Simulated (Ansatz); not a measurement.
Take BeS (space group P4/nmm, No. 129; a = 3.452 Å, c = 5.621 Å; a hypothetical phase, not in the database extracts checked; layered, stacked along the Cartesian z axis) as the base.

The values are results of Ansatz (a quantum-chemistry and plane-wave program) PBEsol, no SOC, not measurements.

Before the change:

| Quantity | Value |
|---|---|
| Band gap | 3.39 eV |
| Valence-band top at Γ | 0.00, 0.00, -0.25 eV |

One thing is altered: a hydrostatic pressure of 0.3 GPa.

### Question
Predict the new band gap.

### Answer
The band gap decreases by 0.104 eV, from 3.39 eV to 3.28 eV.

### Question
What happens to the valence-band top at Γ?

### Answer
The valence-band top at Γ (three highest levels, from the VBM) becomes 0.00, 0.00, -0.15 eV (base: 0.00, 0.00, -0.25 eV).

Load acts through the strain it causes; cell and atoms are relaxed under it. Stability against distortions was not tested. The base started in Pnma and relaxed to P4/nmm at this level. No dispersion term is included in the PBEsol runs.
